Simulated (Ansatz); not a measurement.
Reference: GaP (F-43m), r2SCAN with spin-orbit coupling, rigid bands (plane waves, PAW; Ansatz, a first-principles code); axes and stresses refer to this cell.

```
CELL_PARAMETERS angstrom
      0.00000     2.72581     2.72581
      2.72581     0.00000     2.72581
      2.72581     2.72581     0.00000
ATOMIC_POSITIONS crystal
  Ga 0.00000 0.00000 0.00000
  P  0.25000 0.25000 0.25000
```

- Seebeck coefficient, n-type 1e19 cm⁻³: -328 μV/K
- Seebeck coefficient, p-type 1e19 cm⁻³: 319 μV/K
- hole conductivity mass: 0.48 mₑ

```
Change                                                        Seebeck coefficient, n-type 1e19 cm⁻³  Seebeck coefficient, p-type 1e19 cm⁻³  hole conductivity mass
------------------------------------------------------------  -------------------------------------  -------------------------------------  ----------------------
hydrostatic pressure -2 GPa                                                                       ?                               321 μV/K                 0.49 mₑ
hydrostatic pressure 2 GPa                                                                -328 μV/K                               316 μV/K                 0.47 mₑ
uniaxial stress along [110] of -1 GPa (compression positive)                              -304 μV/K                               309 μV/K                       ?
uniaxial stress along [110] of -2 GPa (compression positive)                              -264 μV/K                                      ?                 0.45 mₑ
uniaxial stress zz = -2 GPa (compression positive)                                        -291 μV/K                               282 μV/K                 0.41 mₑ
uniaxial stress zz = 2 GPa (compression positive)                                         -230 μV/K                               238 μV/K                       ?
```

Some entries are withheld; supply them.


- hydrostatic pressure -2 GPa, Seebeck coefficient, n-type 1e19 cm⁻³: -339 μV/K
- uniaxial stress along [110] of -1 GPa (compression positive), hole conductivity mass: 0.47 mₑ
- uniaxial stress along [110] of -2 GPa (compression positive), Seebeck coefficient, p-type 1e19 cm⁻³: 294 μV/K
- uniaxial stress zz = 2 GPa (compression positive), hole conductivity mass: 0.39 mₑ

Masses are for dilute carriers at 300 K, harmonic means over directions unless an axis is named. Seebeck coefficients are for the stated density at 300 K, with one relaxation time for all states and whether or not that doping can be reached. Stresses and pressures are the targets of the relaxation.  The structure type is held under load, also where the real crystal would transform.
